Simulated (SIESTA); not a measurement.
```
CELL_PARAMETERS angstrom
      3.70213     0.00000     0.00000
      0.00000     3.70213     0.00000
      0.00000     0.00000     3.70213
ATOMIC_POSITIONS crystal
  Cu 0.99653 0.01033 0.99904
  Ni 0.99316 0.51043 0.49821
  Ni 0.49583 0.99659 0.50094
  Ni 0.50199 0.49209 0.99978
  N  0.51249 0.49057 0.50203
```
Moments meant for the start (each program seeds them in its own way; μB, in the order of the atoms Cu Ni Ni Ni N): 0.0 2.0 2.0 2.0 0.0.

Level of theory: LDA PW92, numerical atomic orbitals DZP, PseudoDojo LDA standard norm-conserving potentials (rewritten from UPF to PSML) run with SIESTA 5.4.2.

The set-up and first iterations of a SIESTA log for CuNi₃N (P1, 5 atoms in the cell):

```
reinit: Reading from file input.fdf

reinit: System Name: CuNi3N
reinit: System Label: CuNi3N

NOTE on units for spin output:
{S} is the spin magnetic moment, in units of the Bohr magneton,
assuming a g-factor for the electron spin of exactly 2.
The spin magnetic moment is then numerically equal to the charge inbalance,
in units of electrons, between the spin-up and -down channels.

coor:   Atomic-coordinates input format  =     Cartesian coordinates
coor:                                          (in Angstroms)

siesta: Atomic coordinates (Bohr) and species
siesta:     -0.02427   0.07226  -0.00671  1        1
siesta:     -0.04783   3.57096   3.48550  2        2
siesta:      3.46885  -0.02388   3.50456  2        3
siesta:      3.51191   3.44266  -0.00154  2        4
siesta:      3.58536   3.43202   3.51221  3        5

siesta: System type = bulk

initatomlists: Number of atoms, orbitals, and projectors:      5    89    80

   [... lines left out ...]
diag: Use parallel 2D distribution                  =   F
diag: Parallel block-size                           = 64
diag: Parallel distribution                         =     1 x     1
diag: Used triangular part                          = Lower
diag: Absolute tolerance                            =  0.100E-15
diag: Orthogonalization factor                      =  0.100E-05
diag: Memory factor                                 =  1.0000

superc: Internal auxiliary supercell:     5 x     5 x     5  =     125
superc: Number of atoms, orbitals, and projectors:    625  11125  10000

                        Single-point calculation

superc: Internal auxiliary supercell:     5 x     5 x     5  =     125
superc: Number of atoms, orbitals, and projectors:    625  11125  10000

outcell: Unit cell vectors (Ang):
        3.702130    0.000000    0.000000
        0.000000    3.702130    0.000000
        0.000000    0.000000    3.702130

outcell: Cell vector modules (Ang)   :    3.702130    3.702130    3.702130
outcell: Cell angles (23,13,12) (deg):     90.0000     90.0000     90.0000
outcell: Cell volume (Ang**3)        :     50.7405
new_DM -- step:     1
Initializing Density Matrix...

Attempting to read DM from file... Failed...
DM filled with atomic data (user-defined):

InitMesh: MESH = 48 x 48 x 48 = 110592
InitMesh: Mesh cutoff (required, used) =   400.000   464.602 Ry

stepf: Fermi-Dirac step function
        iscf     Eharris(eV)        E_KS(eV)     FreeEng(eV)     dDmax    Ef(eV) dHmax(eV)
   scf:    1   -18376.540961   -18876.444081   -18876.632689  1.187795  1.011654106.036661
     spin moment: {S} , |S| = {        0.0        0.0    1.62854 }     1.62854
   scf:    2   -19006.789443   -19092.084885   -19092.190592  0.708302 -0.030270 20.861359
     spin moment: {S} , |S| = {        0.0        0.0    2.61719 }     2.61719
   scf:    3   -19122.694571   -19108.987395   -19109.100638  0.323711 -1.149498 13.295444
     spin moment: {S} , |S| = {        0.0        0.0    2.32085 }     2.32085
   scf:    4   -19116.522885   -19118.775369   -19118.903594  0.520587 -2.990641  6.967736
     spin moment: {S} , |S| = {        0.0        0.0    1.66214 }     1.66214
   scf:    5   -19119.843894   -19119.737700   -19119.852723  0.070745 -3.049364  1.407020
     spin moment: {S} , |S| = {        0.0        0.0    1.68761 }     1.68761
   scf:    6   -19119.203384   -19119.570699   -19119.689568  0.048541 -3.111251  3.617215
     spin moment: {S} , |S| = {        0.0        0.0    1.60251 }     1.60251
   scf:    7   -19119.795846   -19119.845476   -19119.966986  0.043824 -3.188630  0.872708
     spin moment: {S} , |S| = {        0.0        0.0    1.49254 }     1.49254
   scf:    8   -19112.233792   -19117.092580   -19117.278679  0.079520 -3.341610 11.106507
     spin moment: {S} , |S| = {        0.0        0.0    0.88062 }     0.88062
   [... lines left out ...]
```

Q: How does the run end?

A: The run converged in 41 iterations. Convergence of the loop says nothing yet on basis, mesh or lower states. It ends on: free energy E − TS -19120.1217 eV; Fermi level (on the code's own zero) -3.33 eV; pressure -6.96 GPa; largest force (vector length) 1.200 eV/Å; size of the cell's spin moment 0.01 μB. The log goes on:

```
     spin moment: {S} , |S| = {        0.0        0.0    0.01692 }     0.01692
   scf:   29   -19119.964760   -19119.964756   -19120.121701  0.000096 -3.334770  0.001378
   [... lines left out ...]
   scf:   38   -19119.964760   -19119.964760   -19120.121707  0.000016 -3.334811  0.000511
     spin moment: {S} , |S| = {        0.0        0.0    0.00657 }     0.00657
   scf:   39   -19119.964759   -19119.964760   -19120.121707  0.000014 -3.334810  0.000496
     spin moment: {S} , |S| = {        0.0        0.0    0.00627 }     0.00627
   scf:   40   -19119.964759   -19119.964759   -19120.121707  0.000011 -3.334809  0.000456
     spin moment: {S} , |S| = {        0.0        0.0    0.00603 }     0.00603
   scf:   41   -19119.964759   -19119.964759   -19120.121707  0.000009 -3.334808  0.000444
     spin moment: {S} , |S| = {        0.0        0.0    0.00582 }     0.00582
SCF Convergence by DM+H criterion
max |DM_out - DM_in|         :     0.0000093927
max |H_out - H_in|      (eV) :     0.0004442221
SCF cycle converged after 41 iterations

Using DM_out to compute the final energy and forces

siesta: E_KS(eV) =           -19119.9648

siesta: E_KS - E_eggbox =    -19119.9648

siesta: Atomic forces (eV/Ang):
     1    0.087707   -0.183822    0.015459
     2    1.185350   -0.187508    0.030604
     3   -0.041084   -0.212993   -0.039870
     4   -0.195610    0.232265    0.110043
     5   -1.053331    0.327253   -0.109257
   Tot   -0.016969   -0.024806    0.006978
   Max    1.185350
   Res    0.436988    sqrt( Sum f_i^2 / 3N )
   Max    1.185350    constrained

Stress tensor Voigt[x,y,z,yz,xz,xy] (kbar):       57.79       73.85       77.13       -0.24        0.39       -2.85
(Free)E + p*V (eV/cell)   -19122.3257
Target enthalpy (eV/cell)   -19120.1217

siesta: Program's energy decomposition (eV):
siesta: FreeEng =    -19120.121707

   [... lines left out ...]
siesta: Cell volume =         50.740529 Ang**3
siesta:         -69.59155213        -48.62735849  kBar
   [... lines left out ...]
              0.023   0.023   0.015   0.023   0.015

mulliken: Qtot =       38.997

Mulliken Atomic Populations:
Atom #   charge [q] valence [e]      Sz [e]  Species
     1    -0.561722   19.561722   -0.000173  Cu
     2     0.493054   17.506946    0.001758  Ni
     3     0.489937   17.510063    0.001883  Ni
     4     0.489415   17.510585    0.001821  Ni
     5    -0.910684    5.910684    0.000534  N
 Total    -0.000000                0.005823
```

For comparison: a first run was changed to give this one (atoms moved at random), and from it to this one the free energy rises by 10.9 meV/atom, the pressure goes from -7.75 to -6.96 GPa and the largest force goes from 0.000 to 1.200 eV/Å.

The starting cell comes from a database of computed structures (which also holds hypothetical and non-ambient phases and stackings), without a prior relaxation at this level. For this run, on top of that: atoms moved at random. The starting moments vanished: the run ended non-magnetic, which need not be the lowest state. Values carry the incompleteness of an atom-centred basis. With a pressure of about -7 GPa the cell is away from its equilibrium volume at this level. Forces in this geometry exceed 1 eV/Å.

The run was DFT, LDA PW92, numerical atomic orbitals DZP, PseudoDojo LDA standard norm-conserving potentials (rewritten from UPF to PSML). Main settings of its input:

- XC.functional = LDA
- XC.authors = PW92
- potentials = PseudoDojo LDA standard
- PAO.BasisSize = DZP
- PAO.EnergyShift = 0.01 Ry
- MeshCutoff = 400 Ry
- kgrid.MonkhorstPack = 9 9 9
- OccupationFunction = FD
- ElectronicTemperature = 0.1 eV
- Spin = polarized
- DM.InitSpin = [1 +0.00, 2 +2.00, 3 +2.00, 4 +2.00, 5 +0.00]
- MaxSCFIterations = 150
